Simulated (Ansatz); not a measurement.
Band structure of YCo2Ge2 (I4/mmm, 5 atoms in the cell).

```
Y(CoGe)2
1.0
   -1.97187     1.97187     5.04209
    1.97187    -1.97187     5.04209
    1.97187     1.97187    -5.04209
Y Co Ge
1 2 2
Direct
  0.00000   0.00000   0.00000
  0.75000   0.25000   0.50000
  0.25000   0.75000   0.50000
  0.62888   0.62888   0.00000
  0.37112   0.37112   0.00000
```

Computed with LDA (PW92), PAW files made with PBE (plane waves; Ansatz, an electronic-structure program).

Settings: kpoints.mp_grid.grid = 7 7 7; hamiltonian.xc = lda; hamiltonian.pseudopotentials = {kind: paw} (the program's default PAW files); scf.occupations.method = gaussian; scf.occupations.width = 0.2 eV; kpoints.band_path.npoints = 8.

The starting cell comes from a database of computed structures (which also holds hypothetical and non-ambient phases and stackings), without a prior relaxation at this level. Its lattice was rescaled by a random factor within 2.5 % of one. Spin polarisation is off.

Levels in eV from the Fermi level, bands 34 to 41:
| point | 34 | 35 | 36 | 37 | 38 | 39 | 40 | 41 |
|---|---|---|---|---|---|---|---|---|
| Γ | -0.77 | -0.77 | -0.65 | -0.44 | -0.17 | 2.42 | 2.42 | 2.94 |
| X | -1.16 | -1.00 | -0.88 | -0.87 | 0.17 | 0.24 | 2.48 | 3.92 |
| Y | -1.24 | -0.89 | -0.85 | -0.62 | 0.17 | 0.33 | 2.42 | 3.71 |
| S | -1.41 | -1.30 | 0.18 | 0.23 | 0.28 | 2.18 | 2.61 | 3.40 |
| Z | -0.36 | -0.36 | -0.17 | 0.10 | 0.83 | 2.79 | 2.79 | 2.84 |
| S1 | -1.41 | -1.30 | 0.18 | 0.23 | 0.28 | 2.18 | 2.61 | 3.40 |
| N | -1.43 | -1.18 | -0.94 | 0.17 | 1.32 | 1.70 | 2.72 | 2.93 |
| P | -1.08 | -1.08 | -0.88 | -0.87 | 0.21 | 0.21 | 1.97 | 4.42 |
| Y1 | -1.24 | -0.89 | -0.85 | -0.62 | 0.17 | 0.33 | 2.42 | 3.71 |

Bands cross the Fermi level along this path, so the cell is metallic at this level.

Keys are those of Ansatz 0.2.
